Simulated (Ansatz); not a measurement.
Input:

```
CELL_PARAMETERS angstrom
      4.85227     0.00000     0.00000
      0.00000     4.85227     0.00000
      0.00000     0.00000     4.85227
ATOMIC_POSITIONS crystal
  Cs 0.50000 0.50000 0.50000
  Pb 0.00000 0.00000 0.00000
  F  0.00000 0.50000 0.00000
  F  0.50000 0.00000 0.00000
  F  0.00000 0.00000 0.50000
```

A single point on CsPbF3 with a change (pressure −1 GPa), its geometry relaxed with PBEsol.

Method: Ansatz (a program for electronic structure), PBEsol, PAW, cutoff 420 eV, noncollinear with spin-orbit coupling. k-mesh 7×7×7 (Γ-centred); smearing 0.05 eV (Fermi–Dirac).

Q: Predict the pressure and hole mass.

A: 
- Pressure = -1.09 GPa
- Hole mass = 0.31 mₑ (at R)

Single points use the geometry relaxed with PBEsol. The levels and masses belong to the bands next to the band gap. Load acts through the strain it causes; cell and atoms are relaxed under it. Effective masses come from finite differences of ±0.01 Å⁻¹. Stability against distortions was not tested. The cell was made from CsPbF$_{3}$ in the cubic perovskite structure (space group Pm-3m, No. 221) by this change: pressure −1 GPa. Many cubic perovskites are stable only at high temperature; tilts and polar distortions were not tested.
